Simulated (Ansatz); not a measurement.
# fcc Rh (0 0 1) on anatase TiO2 (0 0 1) (film strained to the substrate, started from cuts of the bulks and a machine-learned relaxation; slabs Ti8O14 and Rh12, which can lie off the formulas)

A periodic stack without vacuum, fcc Rh (0 0 1) on anatase TiO2 (0 0 1) (film strained to the substrate, started from cuts of the bulks and a machine-learned relaxation; slabs Ti8O14 and Rh12, which can lie off the formulas): substrate slab Ti8O14, film Rh12, surface cells [[0, 1], [-1, 0]] and [[0, -1], [2, 1]], film strained by -0.8 and -0.8 %, outermost planes Ti/Ti and Rh/Rh as cut, which need not be the usual terminations and can put a slab off its formula.

The start was prepared with a machine-learned potential, and the result is one local minimum, with the in-plane cell held and forces under 0.04 eV/Å; the film can end far from its bulk form.

Method: PBE (plane waves to 420 eV, PAW; Ansatz, a program for electronic structure). Scalar-relativistic, without spin–orbit coupling; the runs are not spin-polarised; PBE gaps are too small against experiment. Its k-point mesh 8×8×1, Fermi–Dirac width 0.05 eV.

The interface area comes out as 14.4 Å² and the period is 30.32 Å. The heights between the nearest atoms of the two slabs at the two interfaces is 1.79 and 1.79 Å. The Rh–Ti contacts across the interfaces within 1.22 times the sum of covalent radii comes out as 8, mean 2.64 Å, the O–Rh contacts across the interfaces within 1.22 times the sum of covalent radii is 2, mean 2.27 Å and the estimate of the barrier comes out as withheld, since the Fermi level falls at or inside a band of the host, which a slab this thin can't settle.

```
CELL_PARAMETERS angstrom
      3.79836     0.00008     0.08747
      0.00012     3.79873    -0.01876
      2.33534     0.15270    30.38353
ATOMIC_POSITIONS crystal
  Ti 0.63073 0.01865 0.02744
  Ti 0.89100 0.01787 0.26775
  O  0.66291 0.51862 0.04117
  O  0.50397 0.01855 0.09277
  Ti 0.95320 0.51769 0.18781
  Ti 0.51689 0.51863 0.10813
  O  0.00462 0.51855 0.12176
  O  0.94242 0.01787 0.20152
  O  0.46522 0.51787 0.17331
  O  0.90225 0.51779 0.25370
  Ti 0.32708 0.01786 0.34756
  Ti 0.58197 0.01892 0.58783
  O  0.37982 0.01774 0.28157
  O  0.31580 0.51787 0.36161
  O  0.83818 0.01788 0.33374
  O  0.27501 0.01788 0.41379
  Ti 0.70047 0.51872 0.50721
  Ti 0.26419 0.51781 0.42751
  O  0.75212 0.51778 0.44202
  O  0.71427 0.01890 0.52261
  O  0.21275 0.51895 0.49353
  O  0.54890 0.51891 0.57404
  Rh 0.43266 0.01899 0.71303
  Rh 0.93307 0.51899 0.71170
  Rh 0.98296 0.01894 0.64683
  Rh 0.47021 0.51899 0.64875
  Rh 0.32734 0.01894 0.83971
  Rh 0.82846 0.51894 0.83987
  Rh 0.88237 0.01899 0.77559
  Rh 0.38121 0.51897 0.77542
  Rh 0.22683 0.01876 0.96847
  Rh 0.73887 0.51879 0.96652
  Rh 0.77712 0.01885 0.90225
  Rh 0.27674 0.51887 0.90360
```
